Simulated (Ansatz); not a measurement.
Data:

```xyz
2
Lattice="3.0650 0.0000 0.0000 0.0000 3.0650 0.0000 1.5325 -1.5325 2.1852" Properties=species:S:1:pos:R:3 pbc="T T T"
Si     0.0000     0.0000     0.0000
C      3.0650     1.5325     1.0926
```

No spin polarisation.

Computed with r2SCAN in Ansatz (plane waves to 500 eV, PAW, no spin-orbit coupling). Settings: 13×13×13 k-points, 0.05 eV Fermi–Dirac smearing.

**Question.** Predict the valence-band top at Γ, in-plane stress and gap character.

**Answer.** 
- Valence-band top at Γ (three highest levels, from the VBM): 0.00, 0.00, -0.06 eV
- Mean in-plane stress (compression positive): +2.3 GPa
- Gap character: indirect, Γ → X

The cells carry an imposed strain or load. No phonon test of stability was made. The cell was made from SiC in the zinc blende structure (space group F-43m, No. 216) by this change: biaxial strain −0.50 %, plane normal [001], relaxed out of plane.

Ansatz is an electronic-structure program.
